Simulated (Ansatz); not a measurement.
A self-consistent single point of CaAlSiH (P3m1, 4 atoms in the cell) with Ansatz (a first-principles code).

Method of the run: PBEsol, default PAW files made with PBE (plane waves; Ansatz).

The change in words: lattice scaled by 0.98; basis.ecutwfc: 420 eV → 840 eV. Reference geometry:
```
CELL_PARAMETERS angstrom
      4.13085     0.00000     0.00000
     -2.06542     3.57742     0.00000
      0.00000     0.00000     4.68414
ATOMIC_POSITIONS crystal
  Ca 0.00000 0.00000 0.01059
  Al 0.66667 0.33333 0.45711
  Si 0.33333 0.66667 0.56589
  H  0.66667 0.33333 0.08378
```

Reference input (self-consistent single point, DFT, PBEsol, plane waves, default PAW files made with PBE): basis.ecutwfc = 420 eV; kpoints.mp_grid.grid = 7 7 5; hamiltonian.xc = pbesol; hamiltonian.pseudopotentials = {kind: paw} (the program's default PAW files); scf.occupations.method = fermi_dirac; scf.occupations.width = 0.01 eV. This run's input differs from it in these lines:

Ansatz 0.2 input:
```diff
@@ -3,12 +3,12 @@
   lattice:
-    - [4.13085000, 0.00000000, 0.00000000]
-    - [-2.06542500, 3.57742100, 0.00000000]
-    - [0.00000000, 0.00000000, 4.68413500]
+    - [4.04823300, 0.00000000, 0.00000000]
+    - [-2.02411600, 3.50587300, 0.00000000]
+    - [0.00000000, 0.00000000, 4.59045200]
   atoms:
-    - { symbol: Ca, position_ang: [0.00000000, 0.00000000, 4.73375873] }
-    - { symbol: Al, position_ang: [2.06542707, 1.19247247, 2.14116495] }
-    - { symbol: Si, position_ang: [-0.00000207, 2.38494853, 2.65070516] }
-    - { symbol: H, position_ang: [2.06542707, 1.19247247, 0.39243683] }
+    - { symbol: Ca, position_ang: [0.00000000, 0.00000000, 4.63908325] }
+    - { symbol: Al, position_ang: [2.02411869, 1.16862316, 2.09834151] }
+    - { symbol: Si, position_ang: [-0.00000169, 2.33724984, 2.59769088] }
+    - { symbol: H, position_ang: [2.02411869, 1.16862316, 0.38458807] }
 basis:
-  ecutwfc: 420.0
+  ecutwfc: 840.0
 kpoints:
```

Output, abridged:

```
SCF iter   1: F=—  HF=-2957.056144 eV  |F-HF|=—  |Δ(HF+E_count)|=         —  Δρ=4.98e-3  dr2=1.73e-2  ethr=1.77e-3  ⟨swp⟩=7.5  Hψ=3091  notcnv=0
all-band conjugate gradients solve this SCF's bands
preconditioner: auto → none
SCF iter   2: F=—  HF=-2957.051089 eV  |F-HF|=—  |Δ(HF+E_count)|=   5.06e-3  Δρ=1.76e-3  dr2=1.85e-3  ethr=9.63e-5  ⟨swp⟩=2.9  Hψ=951  notcnv=0
SCF iter   3: F=—  HF=-2957.050724 eV  |F-HF|=—  |Δ(HF+E_count)|=   3.65e-4  Δρ=3.03e-4  dr2=8.31e-5  ethr=1.03e-5  ⟨swp⟩=2.0  Hψ=681  notcnv=0
SCF iter   4: F=—  HF=-2957.050724 eV  |F-HF|=—  |Δ(HF+E_count)|=   2.66e-7  Δρ=1.31e-4  dr2=1.54e-5  ethr=4.61e-7  ⟨swp⟩=2.1  Hψ=755  notcnv=0
SCF iter   5: F=—  HF=-2957.050722 eV  |F-HF|=—  |Δ(HF+E_count)|=   2.23e-6  Δρ=5.76e-5  dr2=2.44e-6  ethr=8.55e-8  ⟨swp⟩=2.6  Hψ=670  notcnv=0
SCF iter   6: F=—  HF=-2957.050722 eV  |F-HF|=—  |Δ(HF+E_count)|=   3.81e-7  Δρ=1.56e-5  dr2=2.39e-7  ethr=1.36e-8  ⟨swp⟩=2.4  Hψ=560  notcnv=0
SCF iter   7: F=-2957.050722 eV  HF=-2957.050722 eV  |F-HF|=1.87e-8  |Δ(HF+E_count)|=   4.25e-8  Δρ=4.09e-6  dr2=2.34e-8  ethr=5.56e-10  ⟨swp⟩=5.1  Hψ=1999  notcnv=0
SCF 1 converged in 7 iterations: F = -2957.050722 eV  dr2 = 2.34e-8
Free energy (F): -2957.050722 eV
Internal energy: -2957.050722 eV  (E = F + TS)
E sigma→0 (E₀):  -2957.050722 eV
Fermi energy:    7.533096 eV
--- Forces (eV/Å), atoms counted from 1 ---
  atom   1  Ca     0.00000000    -0.00000000    -0.14343116
  atom   2  Al     0.00000000    -0.00000000     0.28192296
  atom   3  Si    -0.00000000     0.00000000     0.13947250
  atom   4  H      0.00000000     0.00000000    -0.27799969
--- Stress (GPa, compression-positive) ---
        3.926573      -0.000000       0.000000
       -0.000000       3.926573      -0.000000
        0.000000      -0.000000       1.368901
  P = ⅓ Tr σ = 3.0740 GPa (30.740 kbar)
  The stress holds the Pulay correction. Without it, at fixed plane waves, as pw.x and ABINIT print it: P = 3.0730 GPa
```

The run converged in 7 iterations. Against the reference run the free energy rises by 4.5 meV/atom, the pressure goes from -1.22 to 3.07 GPa, the largest force goes from 0.181 to 0.282 eV/Å and the gap on the mesh moves little (0.529 to 0.534 eV).

The starting cell comes from a database of computed structures (which also holds hypothetical and non-ambient phases and stackings), without a prior relaxation at this level. Its lattice was rescaled by up to half a per cent. One atom was moved a little off its site on purpose. For this run, on top of that: lattice scaled by 0.98. Ansatz's pressure includes its estimate of the finite-basis (Pulay) stress.
